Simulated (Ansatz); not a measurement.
The parent structure is Ag in the fcc (Cu type) structure (space group Fm-3m, No. 225; relaxed with 0.1 eV smearing).

```yaml
crystal:
  lattice:
    - [0.00000, 2.02691, 2.02691]
    - [2.02691, 0.00000, 2.02691]
    - [2.02691, 2.02691, 0.00000]
  atoms:
    - { symbol: Ag, position: [0.00000, 0.00000, 0.00000] }
```

Level of theory: PBEsol (Ansatz, an electronic-structure program), without spin-orbit coupling.

Strains are applied to the cell and any free atomic positions relax.

One change was made to it. Results:

```csv
quantity,base,after
pressure,0.0 GPa,-4.7 GPa
energy relative to the base (free energy F),0 meV/atom,+12 meV/atom
```

Task: What was done to the base?
A) isotropic strain +1.50 %
B) isotropic strain −3.00 %
C) isotropic strain +0.50 %
D) isotropic strain −1.00 %

Result: A, isotropic strain +1.50 %. For comparison, the energy relative to the base in the other runs: isotropic strain +0.50 % gives +1.4 meV/atom; isotropic strain −1.00 % gives +5.8 meV/atom; isotropic strain −3.00 % gives +58 meV/atom.

Stability against distortions was not tested.
